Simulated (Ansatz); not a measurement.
Worked example: relaxation of the atoms of CsZn4P3 (P4mm, 8 atoms in the cell) in Ansatz (an electronic-structure program).

Method: LDA (PW92), default PAW files made with PBE (plane waves; Ansatz).

The change in words: one atom moved by 0.15 angstrom; relax: default → atoms; relax.f_tol: default → 0.001 eV/Å. Reference geometry:
```xyz
8
Lattice="4.0746 0.0000 0.0000 0.0000 4.0746 0.0000 0.0000 0.0000 10.4846" Properties=species:S:1:pos:R:3 pbc="T T T"
Cs     0.0000     0.0000     5.2423
Zn     2.0373     0.0000     8.8956
Zn     2.0373     0.0000     1.5890
Zn     0.0000     2.0373     8.8956
Zn     0.0000     2.0373     1.5890
P      2.0373     2.0373     7.6192
P      2.0373     2.0373     2.8654
P      0.0000     0.0000     0.0000
```

Reference input (self-consistent single point, DFT, LDA (PW92), plane waves, default PAW files made with PBE): basis.ecutwfc = 420 eV; kpoints.mp_grid.grid = 6 6 3; hamiltonian.xc = lda; hamiltonian.pseudopotentials = {kind: paw} (the program's default PAW files); scf.occupations.method = fermi_dirac; scf.occupations.width = 0.136 eV. This run's input differs from it in these lines:

```diff
@@ -6,3 +6,3 @@
   atoms:
-    - { symbol: Cs, position: [0.00000000, 0.00000000, 0.50000000] }
+    - { symbol: Cs, position: [0.00000000, 0.00000000, 0.51430700] }
     - { symbol: Zn, position: [0.50000000, 0.00000000, 0.84844000] }
@@ -27,2 +27,4 @@
     width: 0.136
+relax:
+  f_tol: 0.001
 output:
```

Log, with long lists cut:

```
   [... SCF lines of the steps left out ...]
relax step   1: F+E_penalty+E_count = -20670.13932605 eV  Δ(F+E_penalty+E_count) = +0.000e0 eV  max|allowed force component| = 2.625e-1 eV/Å  Δτ_max = 0.0000 Å  (9 SCF iters, dr2 threshold 1.00e-7 eV, accepted)
relax step   2: F+E_penalty+E_count = -20670.17549005 eV  Δ(F+E_penalty+E_count) = -3.616e-2 eV  max|allowed force component| = 9.922e-2 eV/Å  Δτ_max = 0.0650 Å  (6 SCF iters, dr2 threshold 4.31e-6 eV, accepted)
   [... lines left out ...]
relax step   5: F+E_penalty+E_count = -20670.18153792 eV  Δ(F+E_penalty+E_count) = -3.752e-6 eV  max|allowed force component| = 1.790e-2 eV/Å  Δτ_max = 0.0036 Å  (6 SCF iters, dr2 threshold 2.23e-8 eV, accepted)
relax step   6: F+E_penalty+E_count = -20670.18158210 eV  Δ(F+E_penalty+E_count) = -4.418e-5 eV  max|allowed force component| = 9.707e-4 eV/Å  Δτ_max = 0.0014 Å  (5 SCF iters, dr2 threshold 3.12e-8 eV, accepted)
relax step   7: F+E_penalty+E_count = -20670.18158210 eV  Δ(F+E_penalty+E_count) = -2.292e-10 eV  max|allowed force component| = 9.663e-4 eV/Å  Δτ_max = 0.0000 Å  (3 SCF iters, accepted)
the relaxation is at rest under the 8 symmetry operations that the run kept from its start: a minimum is not shown …
Stability not checked: this state was not tested for a lower state beside it, because too few of the mixer's solves of this state at the end of the SCF gave a …
Free energy (F): -20670.181582 eV
Internal energy: -20670.147039 eV  (E = F + TS)
E sigma→0 (E₀):  -20670.164310 eV
Entropy (-TS):   -0.034543 eV (-4.318 meV/atom)
Fermi energy:    7.464622 eV
--- Forces (eV/Å), atoms counted from 1 ---
  atom   1  Cs    -0.00000000     0.00000000    -0.00028118
   [... lines left out ...]
    - { symbol: Zn, position: [0.5, 0.0, 0.14833778861827973] }
    - { symbol: Zn, position: [1.0450269585447394e-34, 0.5, 0.855227915361013] }
    - { symbol: Zn, position: [-3.7296015128275156e-35, 0.5, 0.14833778861827973] }
    - { symbol: P, position: [0.5, 0.5, 0.7356948205470184] }
    - { symbol: P, position: [0.5, 0.5, 0.2678837064301869] }
    - { symbol: P, position: [2.5848723356230307e-36, 0.0, 0.0017951407635991678] }
```

The run converged. 

Summary of the result:
- Free energy E − TS (on the zero of these files): -20670.1816 eV
- Fermi level (on the code's own zero): 7.46 eV
- Pressure: -3.40 GPa
- Relaxation steps: 7

The starting cell comes from a database of computed structures (which also holds hypothetical and non-ambient phases and stackings), without a prior relaxation at this level. Its lattice was rescaled by up to half a per cent. For this run, on top of that: one atom moved by 0.15 angstrom. The relaxation keeps the symmetry of its start, so its end need not be a minimum. Ansatz's pressure includes its estimate of the finite-basis (Pulay) stress. The run gives no clean gap (levels at the Fermi energy touch, overlap or are partly filled at this smearing), which alone does not show that the compound is a metal.

Cost on one core of a shared machine: roughly 80 s.

Keys are those of Ansatz 0.2.
